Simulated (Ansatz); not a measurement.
# A computed series for hypothetical CdI2 type TeS2: thickness series

Base system: TeS₂ in the CdI2 type structure (space group P-3m1, No. 164; a = 3.792 Å, c = 5.700 Å; a hypothetical phase, not in the database extracts checked; layered, stacked along the Cartesian z axis).

Free-standing slabs (3 atom(s) a layer) normal to the stacking axis with 15 Å of vacuum; in-plane cell relaxed.

Levels (all Ansatz, an electronic-structure program, PAW): PBE-D3(BJ) (420 eV, no spin-orbit coupling); r2SCAN+rVV10 (500 eV, spin-orbit coupling left out).

The base cell above is that of PBE-D3(BJ); each level relaxes its own structures.

```csv
case,"shift of the gap caused by the change, PBE-D3(BJ)","shift of the gap caused by the change, r2SCAN+rVV10"
1 layer,+0.52 eV,+0.39 eV
2 layers,+0.40 eV,+0.30 eV
3 layers,+0.28 eV,+0.20 eV
4 layers,+0.18 eV,+0.14 eV
```

PBE-D3(BJ) lies above r2SCAN+rVV10 in every row, by 0.04 eV to 0.14 eV. They put the cases in the same order.

Spin-orbit coupling, missing from the scalar runs, can matter with Te. No phonon test of stability was made. A zero or small gap of TeS2 can be the functional's error rather than a property of the material.
